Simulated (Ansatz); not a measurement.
**Response to strain in ZnCu2SnS4**

Consider ZnCu2SnS4 (space group I-4, No. 82; a = 5.374 Å, c = 10.755 Å). Axes: x, y, z lie along a, b, c of the conventional cell.

Strains are applied to the cell and any free atomic positions relax.

Computed with PBEsol in Ansatz (plane waves to 420 eV, PAW, without spin-orbit coupling).

Candidates:
(a) uniaxial strain ε_zz = −1.50 %
(b) uniaxial strain ε_zz = −2.25 %
(c) uniaxial strain ε_zz = −3.00 %
(d) uniaxial strain ε_zz = −0.75 %

Notes on the quantities. energy relative to the base: free energy F.

Problem. Order them by energy relative to the base, lowest first.

Solution. (d) uniaxial strain ε_zz = −0.75 % (+0.4 meV/atom), (a) uniaxial strain ε_zz = −1.50 % (+1.4 meV/atom), (b) uniaxial strain ε_zz = −2.25 % (+3.3 meV/atom), (c) uniaxial strain ε_zz = −3.00 % (+5.9 meV/atom)

Stability against distortions was not tested. All final runs are without spin polarisation.

Ansatz is an electronic-structure program.
